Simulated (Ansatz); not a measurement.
Start from LiCl in the rock salt structure (space group Fm-3m, No. 225; a = 5.064 Å).

All numbers come from PBEsol in Ansatz (plane waves to 420 eV, PAW, no spin-orbit coupling).

Base values:

| Item | Result |
|---|---|
| Lattice parameter a | 5.064 Å |
| Band gap | 6.35 eV |
| Electron mass | 0.46 mₑ (at Γ) |
| Gap character | direct at Γ |

Modification: a hydrostatic pressure of 7.5 GPa.

Problem. Estimate the effect on the lattice parameter a, band gap, electron mass and gap character.

Solution. The lattice parameter a decreases by 0.252 Å to 4.812 Å; the band gap rises by 0.34 eV, from 6.35 eV to 6.69 eV; the electron mass becomes 1.1 mₑ along k, 0.30 mₑ across (at L) (base: 0.46 mₑ (at Γ)); the gap character becomes indirect, K–Γ (78 % along) → L (base: direct at Γ).

Load acts through the strain it causes; cell and atoms are relaxed under it. Effective masses come from finite differences of ±0.01 Å⁻¹. Along k means along the line from Γ to the band edge. Stability against distortions was not tested. No other phases were tried under pressure.

Ansatz is an electronic-structure program.
